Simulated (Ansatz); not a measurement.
```
CELL_PARAMETERS angstrom
     11.00000     0.00000     0.00000
      0.00000    11.00000     0.00000
      0.00000     0.00000     3.60852
ATOMIC_POSITIONS crystal
  Mg 0.50000 0.50000 0.00000
  O  0.50000 0.50000 0.50000
```

Levels: PBE (plane waves to 420 eV, PAW; Ansatz, a first-principles code); r2SCAN (plane waves to 500 eV, PAW; Ansatz); HSE06 in Ansatz. Unmarked values and the geometry are of the first. Mesh 1×1×80. No spin polarisation. Periodic along z alone, with about 11 Å of vacuum beside it. A hypothetical model. Only distortions within the start's symmetry and period were free. Pairing along the axis, which can open a gap, is among the distortions not tried. HSE06 ran on a 1×1×5 mesh and at PBE's edge points. Buckling under compression is shut out by symmetry and the short period.

**Question.** Give the properties of this body.

**Answer.** PBE gap: 3.24 eV, indirect, from the zone edge to Γ
electron mass along the axis (PBE): 0.67 mₑ
hole mass along the axis (PBE): 3.8 mₑ
valence and conduction edges under the vacuum level (PBE): 5.32 and 2.08 eV
r2SCAN gap at this geometry: 3.91 eV
HSE06 gap at this geometry: 4.58 eV
axial stiffness dF/dε: 61 nN
